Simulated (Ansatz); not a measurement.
**Band gap of InGaP₂ (R3m, No. 160, 4 atoms in the cell; start mp-1223642) at several levels of theory**

No measured value is used here.

| level (code) | value (eV) | cell (Å³/atom) |
|---|---|---|
| LDA (Ansatz) | 0.68 | 22.12 |
| PBEsol (Ansatz) | 0.66 | 22.72 |
| r²SCAN (Ansatz) | 1.09 | 22.98 |

Computed values are for a static lattice. Levels without +SOC have no spin–orbit coupling; where heavier elements are present it shifts gaps, mostly down, and can invert bands.  Each level is taken at its own relaxed cell. Cutoffs differ between the levels. Ansatz's density-functional and Hartree–Fock values are scalar-relativistic unless marked +SOC, with PAW data made under PBE.

A start named mp-… is a Materials Project structure, which need not be a measured phase.

Ansatz is an electronic-structure program.
